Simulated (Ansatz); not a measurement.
Start from Se (space group P3_121, No. 152; a = 4.5294 Å, c = 5.0424 Å; made of chains).

(Cell as relaxed with PBE.)

Levels (all Ansatz, a first-principles code, PAW, earlier PAW set): PBE (420 eV, without spin-orbit coupling); r2SCAN (500 eV, spin-orbit coupling left out).

Each level relaxes its own structure.

```
base                      PBE    r2SCAN
-------------------  --------  --------
volume per atom      29.86 Å³  29.25 Å³
lattice parameter a   4.529 Å   4.507 Å
band gap              1.04 eV   1.33 eV
```

The change: a hydrostatic pressure of 0.3 GPa.

```json
[
 {"quantity": "band gap", "PBE": "0.91 eV", "r2SCAN": "1.26 eV"},
 {"quantity": "c/a ratio", "PBE": "1.150", "r2SCAN": "1.127"},
 {"quantity": "shift of the gap caused by the change", "PBE": "-0.13 eV", "r2SCAN": "-0.08 eV"},
 {"quantity": "lattice parameter a", "PBE": "4.402 Å", "r2SCAN": "4.434 Å"}
]
```

PBE's band gap lies 0.35 eV below r2SCAN's; PBE's c/a ratio lies 0.023 above r2SCAN's; PBE's shift of the gap caused by the change lies 0.05 eV below r2SCAN's; PBE's lattice parameter a lies 0.032 Å below r2SCAN's (0.7 %). Neither level is exact; r2SCAN is the comparison here, not a measurement.

Load acts through the strain it causes; cell and atoms are relaxed under it. Stability against distortions was not tested. No dispersion term is included, though the crystal is made of layers, chains or molecules, so its spacings can come out too wide.
